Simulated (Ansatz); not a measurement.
**Effect of electrons 7.0×10^21 cm⁻³ on GaN**

The parent structure is GaN in the wurtzite structure (space group P6_3mc, No. 186; a = 3.183 Å, c = 5.185 Å).

One thing is altered: electron doping at 7.0×10^21 cm⁻³ (0.318 per cell), with a uniform compensating background at fixed cell and a 300 K Fermi–Dirac width.

Method: PBEsol/PAW in Ansatz (a program for electronic structure), without spin-orbit coupling. k-mesh 21×21×12 (Γ-centred); smearing 0.0259 eV (Fermi–Dirac).

```json
[
 {"quantity": "gap between the host's bands", "base": "1.88 eV", "changed": "1.77 eV", "shift": "-0.105 eV"},
 {"quantity": "gap character", "base": "direct at Γ", "changed": "direct at Γ", "shift": "–"},
 {"quantity": "Fermi level relative to the doped band's edge (positive inside the band; to 0.05 eV)", "base": "–", "changed": "+2.35 eV", "shift": "–"}
]
```

Charged cell with a jellium background: band edges are those of the host's band count, energies are not comparable with the neutral cell, and many-body gap narrowing is missing. Gaps are Kohn–Sham eigenvalue differences; semilocal functionals usually give less than the measured gap. No phonon test of stability was made.
